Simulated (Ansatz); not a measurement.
Base system: ZrC in the rock salt structure (space group Fm-3m, No. 225; a = 4.669 Å; relaxed with 0.1 eV smearing).

The values are results of plane-wave PAW DFT at the PBEsol level (Ansatz, a program for electronic structure, 420 eV), no spin-orbit coupling, not measurements.

Base values:

| Property | Result |
|---|---|
| Pressure | 0.0 GPa |
| Band gap | zero |

One thing is altered: the cell is scaled by 1.0056 in all directions; the atoms relax in the strained cell.

### Question
Predict the new pressure, energy relative to the base and band gap.

### Answer
The pressure goes from zero to -3.8 GPa; the energy goes up by 2.6 meV/atom; the band gap is still zero.

Whether these cells are dynamically stable was not tested. The final runs are not spin-polarised.
